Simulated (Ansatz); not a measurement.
Consider the energy of one form of Y over another. The value is E(A) − E(B), in meV per atom.

A: Y (P6₃/mmc), 4 atoms in the cell, k-point mesh 24×24×6 on the run's own vectors.
```yaml
crystal:
  lattice:
    - [3.60671, 0.00000, 0.00000]
    - [-1.80335, 3.12350, 0.00000]
    - [0.00000, 0.00000, 11.58383]
  atoms:
    - { symbol: Y, position: [0.00000, 0.00000, 0.00000] }
    - { symbol: Y, position: [0.00000, 0.00000, 0.50000] }
    - { symbol: Y, position: [0.33333, 0.66667, 0.25000] }
    - { symbol: Y, position: [0.66667, 0.33333, 0.75000] }
```

B: Y (hcp, P6₃/mmc), 2 atoms in the cell, k-point mesh 24×24×10 on the run's own vectors.
```xyz
2
Lattice="3.6524 0.0000 0.0000 -1.8262 3.1630 0.0000 0.0000 0.0000 5.7001" Properties=species:S:1:pos:R:3 pbc="T T T"
Y      0.0000     2.1087     1.4250
Y      1.8262     1.0543     4.2750
```

Plane-wave PAW calculations with Ansatz (a first-principles code), its PAW set soft_1, cutoff 420 eV, 500 eV for r2SCAN. The structures are at rest with PBE; other levels are single points on them. Neutral cells; Fermi-Dirac smearing of at most 0.10 eV in the solids, energies taken to zero width. The lattices are those relaxed with PBE, so at other levels the solids can be strained, which adds to the spread. A dispersion term (D3(BJ), or D4 for r2SCAN) was computed beside these levels and is taken off wherever the name lacks it. Static lattices, no vibrational contributions.

Problem. What is the computed value (r2SCAN)?

Solution. 22 meV/atom for A less B, so Y (hcp, P6₃/mmc) (B) lies lower.

Problem. How does the value move with the functional?

Solution. 
| Level | value (meV/atom) | less r2SCAN |
|---|---|---|
| PBE | 10 | -12 |

The levels span 12 meV/atom, from PBE (10) to r2SCAN (22).
